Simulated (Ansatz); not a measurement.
Worked example: self-consistent single point of InSe (P3m1, 8 atoms in the cell) in Ansatz (a quantum-chemistry and plane-wave program).

Level of theory: LDA (PW92), default PAW files made with PBE (plane waves; Ansatz).

The change in words: 1 x 1 x 1 supercell, one In atom moved by 0.02 angstrom along z; scf.occupations.method: fixed → fermi_dirac; scf.occupations.width: default → 0.05 eV. Reference geometry:
```
CELL_PARAMETERS angstrom
      4.06757     0.00000     0.00000
     -2.03378     3.52262     0.00000
      0.00000     0.00000    18.14232
ATOMIC_POSITIONS crystal
  In 0.00000 0.00000 0.57739
  In 0.00000 0.00000 0.42261
  In 0.33333 0.66667 0.92261
  In 0.33333 0.66667 0.07739
  Se 0.66667 0.33333 0.85300
  Se 0.66667 0.33333 0.14700
  Se 0.33333 0.66667 0.64702
  Se 0.33333 0.66667 0.35298
```

Reference input (self-consistent single point, DFT, LDA (PW92), plane waves, default PAW files made with PBE): basis.ecutwfc = 420 eV; kpoints.mp_grid.grid = 6 6 1; hamiltonian.xc = lda; hamiltonian.pseudopotentials = {kind: paw} (the program's default PAW files); scf.occupations.method = fixed. This run's input differs from it in these lines:

Ansatz 0.2 input:
```diff
@@ -9,3 +9,3 @@
     - { symbol: In, position: [0.00000000, 0.00000000, 0.42261000] }
-    - { symbol: In, position: [0.33333300, 0.66666700, 0.92261000] }
+    - { symbol: In, position: [0.33333300, 0.66666700, 0.92371200] }
     - { symbol: In, position: [0.33333300, 0.66666700, 0.07739000] }
@@ -23,3 +23,3 @@
 scf:
-  occupations: { method: fixed }
+  occupations: { method: fermi_dirac, width: 0.05 }
 output:
```

Log, with long lists cut:

```
SCF iter   1: F=—  HF=-43365.222818 eV  |F-HF|=—  |Δ(HF+E_count)|=         —  Δρ=6.50e-3  dr2=1.05e-1  ethr=1.77e-3  ⟨swp⟩=6.0  Hψ=1932  notcnv=0  defer=1
all-band conjugate gradients solve this SCF's bands
preconditioner: auto → Resta (q_TF=auto, 2.385 Å⁻¹)
SCF iter   2: F=—  HF=-43365.195820 eV  |F-HF|=—  |Δ(HF+E_count)|=   2.70e-2  Δρ=2.68e-3  dr2=1.11e-2  ethr=9.06e-5  ⟨swp⟩=3.1  Hψ=885  notcnv=0  defer=36
   [... lines left out ...]
SCF iter   5: F=—  HF=-43365.193395 eV  |F-HF|=—  |Δ(HF+E_count)|=   2.88e-5  Δρ=1.08e-4  dr2=3.00e-4  ethr=2.43e-7  ⟨swp⟩=2.0  Hψ=517  notcnv=0  defer=36
SCF iter   6: F=—  HF=-43365.193377 eV  |F-HF|=—  |Δ(HF+E_count)|=   1.84e-5  Δρ=4.82e-5  dr2=1.05e-5  ethr=2.43e-7  ⟨swp⟩=1.7  Hψ=482  notcnv=0  defer=36
SCF iter   7: F=—  HF=-43365.193354 eV  |F-HF|=—  |Δ(HF+E_count)|=   2.27e-5  Δρ=9.49e-6  dr2=4.38e-7  ethr=9.07e-9  ⟨swp⟩=2.0  Hψ=544  notcnv=0  defer=36
SCF iter   8: F=-43365.193354 eV  HF=-43365.193354 eV  |F-HF|=7.63e-9  |Δ(HF+E_count)|=   2.32e-7  Δρ=3.10e-6  dr2=5.76e-8  ethr=8.62e-11  ⟨swp⟩=9.7  Hψ=2105  notcnv=0
SCF 1 converged in 8 iterations: F = -43365.193354 eV  dr2 = 5.76e-8
Free energy (F): -43365.193354 eV
Internal energy: -43365.193011 eV  (E = F + TS)
E sigma→0 (E₀):  -43365.193183 eV
Entropy (-TS):   -0.000343 eV (-0.043 meV/atom)
Fermi energy:    5.684537 eV
--- Forces (eV/Å), atoms counted from 1 ---
  atom   1  In     0.00000000     0.00000000     0.02808627
  atom   2  In     0.00000000     0.00000000    -0.02461338
  atom   3  In     0.00000000     0.00000000    -0.22791316
  atom   4  In     0.00000000     0.00000000     0.10896102
  atom   5  Se    -0.00000000     0.00000000     0.37971482
  atom   6  Se     0.00000000    -0.00000000    -0.26075385
  atom   7  Se     0.00000000    -0.00000000    -0.26379227
  atom   8  Se    -0.00000000     0.00000000     0.26034062
--- Stress (GPa, compression-positive) ---
       -3.000017       0.000000       0.000000
        0.000000      -3.000017      -0.000000
        0.000000      -0.000000      -2.584148
  P = ⅓ Tr σ = -2.8614 GPa (-28.614 kbar)
  The stress holds the Pulay correction. Without it, at fixed plane waves, as pw.x and ABINIT print it: P = -2.8843 GPa
```

The run converged in 8 iterations. Against the reference run the free energy stays essentially unchanged (within 1 meV/atom), the pressure moves little (-2.83 to -2.86 GPa), the largest force goes from 0.262 to 0.380 eV/Å and the gap on the mesh goes from 0.464 to 0.480 eV.

The starting cell comes from a database of computed structures (which also holds hypothetical and non-ambient phases and stackings), without a prior relaxation at this level. Its lattice was rescaled by up to half a per cent. For this run, on top of that: 1 x 1 x 1 supercell, one In atom moved by 0.02 angstrom along z. Ansatz's pressure includes its estimate of the finite-basis (Pulay) stress.
